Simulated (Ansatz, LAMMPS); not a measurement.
Si well of 21 atomic layers along [001] in random Si0.7Ge0.3, interfaces graded over 4 layers. Cell 16.67 × 16.67 × 65.86 Å, Si722Ge142, 864 atoms. Prepared with LAMMPS with Tersoff's 1989 multicomponent potential (SiCGe.tersoff): minimisation. 

Basis: localised support functions (accuracy medium) on a full density matrix. k-points: zone centre alone; occupations: Fermi-Dirac, 0.010 eV; spin polarisation not allowed. Scalar-relativistic, no spin-orbit coupling.

Task: Predict the gap and bonding from PBE, support functions at accuracy medium on the grid of 370 eV run with Ansatz (a quantum-chemistry and plane-wave program).

Result: 
* **Kohn-Sham gap of the cell on its k-mesh**: 0.37 eV
* **weight of the highest filled level on the well**: 0.34
* **weight of the lowest empty level on the well**: 0.97
* **coordination (neighbours within 2.860 Å)**: 100.0 % 4-fold
* **Ge-Ge bonds, mean ± spread**: 2.470 ± 0.007 Å
* **Ge-Si bonds, mean ± spread**: 2.424 ± 0.008 Å
* **Si-Si bonds, mean ± spread**: 2.383 ± 0.006 Å
* **bond angles, mean ± spread**: 109.5° ± 1.1°
* **pressure**: -1.04 GPa
